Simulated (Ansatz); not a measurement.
```
Pt3C10
1.0
    5.64696    -0.00035     0.04311
   -0.00025     5.64657     0.08326
   -0.45233     0.49422    27.05285
C Pt
80 24
Direct
  0.80700   0.61967   0.06758
  0.41043   0.82647   0.06432
  0.62479   0.24662   0.06764
  0.21597   0.43292   0.06944
  0.02105   0.04064   0.06429
  0.57489   0.65534   0.03608
  0.21449   0.93884   0.03182
  0.44001   0.39481   0.03895
  0.98929   0.48068   0.03884
  0.85405   0.22078   0.03612
  0.92169   0.32075   0.13453
  0.51588   0.52434   0.13453
  0.71868   0.92294   0.13177
  0.32331   0.11956   0.13294
  0.11413   0.72602   0.13295
  0.71748   0.42740   0.10396
  0.30813   0.63198   0.10134
  0.52279   0.02734   0.09752
  0.12653   0.22365   0.10132
  0.91158   0.82942   0.09750
  0.82128   0.61291   0.19942
  0.42137   0.81265   0.19935
  0.62193   0.21156   0.19942
  0.22161   0.41221   0.19956
  0.02184   0.01188   0.19935
  0.61942   0.71926   0.16629
  0.22015   0.91753   0.16616
  0.42029   0.31655   0.16666
  0.02006   0.51829   0.16666
  0.82091   0.11571   0.16628
  0.92431   0.30186   0.26548
  0.52447   0.50171   0.26547
  0.72455   0.90176   0.26542
  0.32441   0.10187   0.26545
  0.12461   0.70165   0.26544
  0.72298   0.40699   0.23243
  0.32360   0.60681   0.23245
  0.52272   0.00713   0.23243
  0.12243   0.20716   0.23247
  0.92341   0.80689   0.23242
  0.82676   0.59149   0.33147
  0.42738   0.79130   0.33149
  0.62764   0.19116   0.33149
  0.22695   0.39140   0.33150
  0.02793   0.99114   0.33145
  0.62590   0.69659   0.29845
  0.22605   0.89644   0.29844
  0.42581   0.29654   0.29851
  0.02575   0.49664   0.29848
  0.82595   0.09642   0.29847
  0.93020   0.28077   0.39776
  0.53094   0.47904   0.39763
  0.73006   0.88175   0.39726
  0.32945   0.08258   0.39764
  0.13030   0.68001   0.39726
  0.72899   0.38565   0.36457
  0.32908   0.58539   0.36450
  0.52843   0.98674   0.36450
  0.12852   0.18642   0.36457
  0.92875   0.78609   0.36436
  0.84223   0.56631   0.46258
  0.43285   0.77088   0.45996
  0.62757   0.17096   0.46640
  0.23877   0.36888   0.46641
  0.02383   0.97465   0.46260
  0.63447   0.67395   0.42939
  0.22866   0.87754   0.42939
  0.43167   0.27535   0.43215
  0.03623   0.47228   0.43097
  0.82704   0.07874   0.43098
  0.93589   0.25942   0.53210
  0.57545   0.54291   0.52783
  0.71032   0.80344   0.52497
  0.29630   0.97750   0.52781
  0.16106   0.71757   0.52508
  0.73993   0.37182   0.49960
  0.34335   0.57862   0.49634
  0.52554   0.95166   0.49628
  0.12931   0.15764   0.49962
  0.93438   0.76536   0.49448
  0.18252   0.73787   0.67196
  0.69674   0.74604   0.67191
  0.19387   0.24777   0.67368
  0.71175   0.23712   0.67209
  0.84296   0.99820   0.58562
  0.38583   0.01029   0.60065
  0.03152   0.50386   0.58592
  0.49082   0.48546   0.60071
  0.20045   0.71687   0.81811
  0.69873   0.71892   0.81831
  0.20424   0.21795   0.81837
  0.70339   0.21905   0.81861
  0.94636   0.98038   0.74554
  0.44724   0.97928   0.74531
  0.95013   0.48146   0.74581
  0.45189   0.47943   0.74561
  0.11900   0.69435   0.97800
  0.65971   0.71285   0.96321
  0.30753   0.20005   0.97830
  0.76467   0.18802   0.96326
  0.95682   0.95051   0.89025
  0.43895   0.96124   0.89181
  0.96801   0.46042   0.89196
  0.45378   0.45230   0.89202
```

The first 80 atoms are the substrate (C-dia), the rest the film (Pt).

Calculation: PBE (plane waves to 420 eV, PAW; Ansatz, a first-principles code). Scalar-relativistic, without spin–orbit coupling; the runs are not spin-polarised; PBE gaps are too small against experiment. Its k-point mesh 5×5×1, Fermi–Dirac width 0.05 eV.

Q: Describe the bonding at the interfaces and give the barriers.

A: A periodic stack without vacuum, fcc Pt (0 0 1) on diamond (0 0 1) (film strained to the substrate, started from cuts of the bulks and a machine-learned relaxation): substrate slab C80, film Pt24, surface cells [[-3, -1], [-1, -2]] and [[2, 0], [2, 2]], film strained by +0.6 and +0.6 %, outermost planes C/C and Pt/Pt as cut, which need not be the usual terminations and can put a slab off its formula.
interface area: 31.9 Å²
period: 27.05 Å
gaps between the outermost planes at the two interfaces: 1.45 and 1.45 Å
C–Pt contacts across the interfaces within 1.22 times the sum of covalent radii: 12, mean 2.10 Å
hole barrier (PBE): 0.22 eV
electron barrier (PBE): 3.91 eV
